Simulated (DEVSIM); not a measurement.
Structure: abrupt Si p-n junction, at 400 K.

Layer 1 from the left is Si, thickness (μm) 0.140, Na (cm⁻³) 5.6e15, τn (s) 1.6e-6, τp (s) 1.6e-6. Layer 2 from the left is Si, thickness (μm) 110, Nd (cm⁻³) 1.1e17, τn (s) 1.6e-6, τp (s) 1.6e-6.

Left contact: ohmic. Right contact: ohmic. Voltage is applied to the left contact. Recombination: SRH at mid-gap, Auger. Mobility is μmin + (μ − μmin)/(1 + (N/Nref)^α).

Constants are typed, rounded textbook-type inputs, not results; the design itself was drawn at random and stands for no fabricated device. Values at 300 K; Nc and Nv go as T^1.5, mobilities as T to minus their exponent, the gap by Varshni's rule with the affinity fixed.

Si: gap (eV) 1.124, affinity (eV) 4.05, permittivity 11.7, Nc (cm⁻³) 2.86e19, Nv (cm⁻³) 3.1e19, μn (cm²/Vs) 1417, μp (cm²/Vs) 470, μn,min 52, μp,min 45, Nref,n 9.7e16, Nref,p 2.2e17, αn 0.68, αp 0.72, T exponent of μn 2.3, T exponent of μp 2.2, Cn (cm⁶/s) 2.8e-31, Cp (cm⁶/s) 9.9e-32, Varshni α (eV/K) 0.000473, Varshni β (K) 636.

DEVSIM, 1D drift-diffusion, Boltzmann statistics, complete ionisation; no tunnelling, impact ionisation, image-force lowering or self-heating.

Q: What does the simulation give for the potential step across the device at zero bias, the dark forward voltage at 100 A/cm², the dark forward voltage at 1 A/cm²?

A: potential step across the device at zero bias 0.578 V; dark forward voltage at 100 A/cm² 0.499 V; dark forward voltage at 1 A/cm² 0.152 V.
